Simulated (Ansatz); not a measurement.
# ZrSiO: response to strain

The parent structure is ZrSiO (space group P4/nmm, No. 129; a cell from a computed database, its experimental status unchecked).

```xyz
6
Lattice="3.3126 0.0000 0.0000 0.0000 3.3126 0.0000 0.0000 0.0000 7.3228" Properties=species:S:1:pos:R:3 pbc="T T T"
Zr     0.0000     1.6563     5.0577
Zr     1.6563     0.0000     2.2651
Si     1.6563     1.6563     0.0000
Si     0.0000     0.0000     0.0000
O      0.0000     1.6563     2.8529
O      1.6563     0.0000     4.4699
```

Cartesian axes are those of the cell as printed.

Strains are applied to the cell and any free atomic positions relax; under biaxial strain the out-of-plane vector relaxes too.

Levels (all Ansatz, a program for electronic structure, PAW): PBE (420 eV, scalar-relativistic without spin-orbit coupling); PBEsol (420 eV, scalar-relativistic without spin-orbit coupling).

The base cell above is that of PBE; each level relaxes its own structures.

Notes on the quantities. pressure: mean of the normal stresses, compression positive.

```tsv
case	pressure, PBE	pressure, PBEsol
biaxial strain −0.25 %, plane normal [001], relaxed out of plane	0.6 GPa	0.7 GPa
biaxial strain +1.01 %, plane normal [001], relaxed out of plane	-2.4 GPa	-2.6 GPa
biaxial strain +2.69 %, plane normal [001], relaxed out of plane	-5.7 GPa	-6.3 GPa
strain tensor (xx, yy, zz, yz, xz, xy) = (−0.37, +0.38, +0.43, +0.73, −0.96, +0.30) %	-0.7 GPa	-0.7 GPa
```

The two levels differ by at most about 0.6 GPa. They put the cases in the same order.

Without a gap, meshes like the base's 14×14×7 leave anisotropic stresses uncertain by several tenths of a GPa, and small strain energies with them. Stability against distortions was not tested. The final runs are not spin-polarised.
